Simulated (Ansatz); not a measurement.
We consider Cd2TeSe (P-4m2, No. 115, 4 atoms in the cell; start mp-1226952), described by LDA (plane waves, PAW; Ansatz, a first-principles code).

Settings: plane-wave cutoff 520 eV, 8×8×6 k mesh (along the axes of the cell as run), Fermi–Dirac smearing 0.01 eV, scalar-relativistic PAW data made under PBE.

Cell (relaxed at this level):

Space group P-4m2 (No. 115); a = 4.396 Å, b = 4.396 Å, c = 6.192 Å, α = 90.00°, β = 90.00°, γ = 90.00°

```csv
atom,site,symmetry,x,y,z
Cd,2g,2mm.,0.0000,0.5000,0.2323
Te,1d,-4m2,0.0000,0.0000,0.5000
Se,1b,-4m2,0.5000,0.5000,0.0000
```

Q: Give the computed band gap and bulk modulus B0.

A: 
* **band gap**: 0.34 eV (on the SCF k mesh)
* **bulk modulus B0**: 51.5 GPa

Note: the relaxation could not lower the start's symmetry, so the cell can be a saddle point above a distorted one; the bulk modulus is −V dP/dV from two relaxed cells at ±2 % in volume.

Spin–orbit coupling is not included; with these elements it can move the gap by several tenths of an eV or more.

The computed numbers hold no vibrational or temperature effects.

Cost on a shared machine: very roughly 3 core-minutes.

A start named mp-… is a Materials Project structure, which need not be a measured phase.
